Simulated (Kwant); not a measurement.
**GaAs/Al0.3Ga0.7As stack with 3 barriers**

Device: GaAs/Al0.3Ga0.7As stack with 3 barriers. One parabolic valley. Leads of mass 0.067 mₑ with the band edge at 0; grid 0.1 nm; bias swept from 0.0096 to 0.36 V, dropping linearly over the stack. Emitter Fermi level 0.018 eV, 300 K, equal in the collector.

| layer | thickness (nm) | band offset (eV) | mass (mₑ) |
|---|---|---|---|
| 1 | 2.9 | 0.24 | 0.092 |
| 2 | 5.9 | 0 | 0.067 |
| 3 | 2.9 | 0.24 | 0.092 |
| 4 | 5.9 | 0 | 0.067 |
| 5 | 2.9 | 0.24 | 0.092 |

The device is made up for the run: typed textbook-type constants, with dimensions and the other settings drawn at random.

Computed with Kwant: one-band effective-mass tight-binding model in one dimension, coherent, no space charge, current by the Tsu-Esaki formula.

```tsv
bias (V)	J (A/cm²)
0.009600	6700
0.02168	10100
0.03377	10300
0.04585	9900
0.05793	9590
0.08210	9640
0.1183	12800
0.2150	6640
0.2271	7380
0.2392	8430
0.2513	9660
0.2633	11000
0.2754	12400
0.2875	13700
0.2996	14800
0.3117	15200
0.3237	14800
0.3358	13500
0.3479	12400
0.3600	12500
```
